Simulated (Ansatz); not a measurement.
## InP (model structure, started from the litharge type, P4/nmm, No. 129, 4 atoms in the cell): equilibrium volume per atom by level of theory

No measured value is used here.

```tsv
level (code)	value (Å³/atom)
PBE (Ansatz)	22.91
PBEsol (Ansatz)	21.47
PBE-D3(BJ) (Ansatz)	21.58
```

Ansatz's density-functional and Hartree–Fock values are scalar-relativistic unless marked +SOC, with PAW data made under PBE.

A model structure was made by putting elements into a prototype or built by hand; it is no filed structure, need not be a known phase, and can be a saddle point held by its symmetry.

Ansatz is an electronic-structure program.
